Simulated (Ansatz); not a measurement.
The reference is Al₂Pt (space group Fm-3m, No. 225; a = 5.897 Å; relaxed with 0.1 eV smearing).

Calculations: PBEsol (Ansatz, an electronic-structure program), spin-orbit coupling left out.

Before the change:

- Pressure = 0.0 GPa
- Band gap = zero

Modification: every lattice vector is stretched by 2.50 %; the atoms relax in the strained cell.

Problem. How does this affect the energy relative to the base, pressure and band gap?

Solution. The energy grows by 38 meV/atom; the pressure goes from zero to -8.7 GPa; the band gap stays zero.

Whether these cells are dynamically stable was not tested. The final runs are not spin-polarised.
